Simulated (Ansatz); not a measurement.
# A computed series for BN: pressure series

Base system: BN (space group P6_3/mmc, No. 194; a = 2.500 Å, c = 6.412 Å; layered, stacked along the Cartesian z axis).

Cell and atoms are relaxed at each pressure.

All numbers come from Kohn–Sham DFT with the PBEsol-D3(BJ) functional, run in Ansatz (a quantum-chemistry and plane-wave program) with PAW and 420 eV plane waves, scalar-relativistic without spin-orbit coupling.

Candidates:
(a) pressure −1 GPa
(b) pressure 10 GPa
(c) pressure 0.7 GPa
(d) pressure 7.5 GPa
(e) pressure 3 GPa

Before the change:

The band gap comes out as 4.08 eV.

Question: Order them by band gap, lowest first.

Answer: (b) pressure 10 GPa (3.86 eV), (d) pressure 7.5 GPa (3.91 eV), (e) pressure 3 GPa (3.98 eV), (c) pressure 0.7 GPa (4.05 eV), (a) pressure −1 GPa (4.16 eV)

Load acts through the strain it causes; cell and atoms are relaxed under it. No phonon test of stability was made. Competing high-pressure phases were not computed.
